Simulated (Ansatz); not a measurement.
Ansatz (a program for electronic structure) run on SrCl2 (Imm2, 3 atoms in the cell): self-consistent single point.

Method of the run: LDA (PW92), default PAW files made with PBE (plane waves; Ansatz).

The change in words: 1 x 1 x 1 supercell, one Cl atom moved by 0.02 angstrom along z. Reference geometry:
```yaml
crystal:
  lattice:
    - [0.00000, 3.50745, 3.50745]
    - [3.50745, 0.00000, 3.50745]
    - [3.50745, 3.50745, 0.00000]
  atoms:
    - { symbol: Sr, position: [0.00000, 0.00000, 0.00000] }
    - { symbol: Cl, position: [0.25000, 0.25000, 0.25000] }
    - { symbol: Cl, position: [0.75000, 0.75000, 0.75000] }
```

Reference input (self-consistent single point, DFT, LDA (PW92), plane waves, default PAW files made with PBE): basis.ecutwfc = 420 eV; kpoints.mp_grid.grid = 6 6 6; hamiltonian.xc = lda; hamiltonian.pseudopotentials = {kind: paw} (the program's default PAW files); scf.occupations.method = fermi_dirac; scf.occupations.width = 0.01 eV. This run's input differs from it in these lines:

Ansatz 0.2 input:
```diff
@@ -8,3 +8,3 @@
     - { symbol: Cl, position: [0.250000, 0.250000, 0.250000] }
-    - { symbol: Cl, position: [0.750000, 0.750000, 0.750000] }
+    - { symbol: Cl, position: [0.752851, 0.752851, 0.747149] }
 basis:
```

Output, abridged:

```
SCF iter   1: F=—  HF=-5540.017336 eV  |F-HF|=—  |Δ(HF+E_count)|=         —  Δρ=6.31e-3  dr2=3.71e-2  ethr=1.77e-3  ⟨swp⟩=9.6  Hψ=5357  notcnv=0
all-band conjugate gradients solve this SCF's bands
preconditioner: auto → none
SCF iter   2: F=—  HF=-5540.007928 eV  |F-HF|=—  |Δ(HF+E_count)|=   9.41e-3  Δρ=2.81e-3  dr2=3.14e-3  ethr=1.55e-4  ⟨swp⟩=3.0  Hψ=1691  notcnv=0
SCF iter   3: F=—  HF=-5540.007226 eV  |F-HF|=—  |Δ(HF+E_count)|=   7.02e-4  Δρ=1.14e-3  dr2=5.93e-4  ethr=1.31e-5  ⟨swp⟩=2.2  Hψ=1206  notcnv=0
SCF iter   4: F=—  HF=-5540.007084 eV  |F-HF|=—  |Δ(HF+E_count)|=   1.42e-4  Δρ=4.02e-5  dr2=4.09e-7  ethr=2.47e-6  ⟨swp⟩=2.0  Hψ=1091  notcnv=0
SCF iter   5: F=—  HF=-5540.007091 eV  |F-HF|=—  |Δ(HF+E_count)|=   6.79e-6  Δρ=9.52e-6  dr2=2.58e-8  ethr=1.71e-9  ⟨swp⟩=3.1  Hψ=1573  notcnv=0
SCF iter   6: F=-5540.007091 eV  HF=-5540.007091 eV  |F-HF|=1.04e-9  |Δ(HF+E_count)|=  6.94e-10  Δρ=2.02e-6  dr2=1.69e-9  ethr=1.07e-10  ⟨swp⟩=3.1  Hψ=2973  notcnv=0
SCF 1 converged in 6 iterations: F = -5540.007091 eV  dr2 = 1.69e-9
Free energy (F): -5540.007091 eV
Internal energy: -5540.007091 eV  (E = F + TS)
E sigma→0 (E₀):  -5540.007091 eV
Fermi energy:    5.114743 eV
--- Forces (eV/Å), atoms counted from 1 ---
  atom   1  Sr     0.00000000    -0.00000000     0.02042905
  atom   2  Cl    -0.00000000     0.00000000     0.02388254
  atom   3  Cl     0.00000000    -0.00000000    -0.04431346
--- Stress (GPa, compression-positive) ---
       -3.324786       0.057787       0.000000
        0.057787      -3.324786       0.000000
       -0.000000       0.000000      -3.321774
  P = ⅓ Tr σ = -3.3238 GPa (-33.238 kbar)
  The stress holds the Pulay correction. Without it, at fixed plane waves, as pw.x and ABINIT print it: P = -3.3266 GPa
```

The run converged in 6 iterations. Against the reference run the free energy is nearly the same (within 1 meV/atom), the pressure hardly changes (-3.33 to -3.32 GPa), the largest force goes from 0.000 to 0.044 eV/Å and the gap on the mesh moves little (4.819 to 4.818 eV).

The starting cell has typed, rounded lattice constants, without a prior relaxation at this level. Its lattice was rescaled by up to half a per cent. For this run, on top of that: 1 x 1 x 1 supercell, one Cl atom moved by 0.02 angstrom along z. With a pressure of about -3 GPa the cell is away from its equilibrium volume at this level. Ansatz's pressure includes its estimate of the finite-basis (Pulay) stress.
